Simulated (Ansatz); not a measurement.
Take HfO2 (space group Pnma, No. 62; a cell from a computed database, its experimental status unchecked) as the base.

```yaml
crystal:
  lattice:
    - [5.52679, 0.00000, 0.00000]
    - [0.00000, 3.29382, 0.00000]
    - [0.00000, 0.00000, 6.45308]
  atoms:
    - { symbol: Hf, position: [0.75318, 0.25000, 0.11130] }
    - { symbol: Hf, position: [0.24682, 0.75000, 0.88870] }
    - { symbol: Hf, position: [0.74682, 0.75000, 0.61130] }
    - { symbol: Hf, position: [0.25318, 0.25000, 0.38870] }
    - { symbol: O, position: [0.97640, 0.75000, 0.33944] }
    - { symbol: O, position: [0.02360, 0.25000, 0.66056] }
    - { symbol: O, position: [0.52360, 0.25000, 0.83944] }
    - { symbol: O, position: [0.47640, 0.75000, 0.16056] }
    - { symbol: O, position: [0.85965, 0.75000, 0.92544] }
    - { symbol: O, position: [0.14035, 0.25000, 0.07456] }
    - { symbol: O, position: [0.64035, 0.25000, 0.42544] }
    - { symbol: O, position: [0.35965, 0.75000, 0.57456] }
```

Cartesian axes are those of the cell as printed.

Calculations: PBEsol in Ansatz (plane waves to 420 eV, PAW, scalar-relativistic without spin-orbit coupling).

Before the change:

```
Item                                           Value
-----------------------------  ---------------------
Valence-band top at Γ          0.00, -0.06, -0.28 eV
Band gap                                     3.29 eV
Shortest interatomic distance               212.1 pm
```

One thing is altered: the symmetric strain tensor [-0.0006 -0.0234 0.0048; -0.0234 0.0232 -0.0111; 0.0048 -0.0111 -0.0081], atoms relaxed at fixed cell.

Q: Predict the new valence-band top at Γ, energy relative to the base, band gap and shortest interatomic distance.

A: The valence-band top at Γ (three highest levels, from the VBM) changes from 0.00, -0.06, -0.28 eV to 0.00, -0.14, -0.53 eV; the energy grows by 14 meV/atom; the band gap rises by 0.15 eV to 3.44 eV; the shortest interatomic distance decreases by 0.6 pm (212.1 pm → 211.5 pm).

Spin-orbit coupling, missing from the scalar runs, can matter with Hf. Stability against distortions was not tested. This is not the structure that HfO2 has at room temperature and ambient pressure.

Ansatz is a quantum-chemistry and plane-wave program.
